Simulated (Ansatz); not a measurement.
What Ca on a Ti site does to TiGe2

Consider a 12-atom supercell of TiGe₂ (space group Fddd, No. 70; a = 5.0353 Å, b = 8.6201 Å, c = 8.7489 Å) at its relaxed geometry.

One thing is altered: one Ti atom is replaced by Ca, atoms relaxed at fixed cell, starting from a slightly rattled geometry.

Level of theory: r2SCAN, PAW, 500 eV (Ansatz, a program for electronic structure; no SOC), earlier PAW set. Settings: 6×7×6 k-points, 0.05 eV Fermi–Dirac smearing.

```csv
quantity,base,changed,shift
pressure,0.0 GPa,10.1 GPa,+10.1 GPa
```

The cell is small, so the values are those of an ordered compound at a high defect concentration; dilute-limit values will differ. All final runs are without spin polarisation. The defect cell is not spin-polarised.
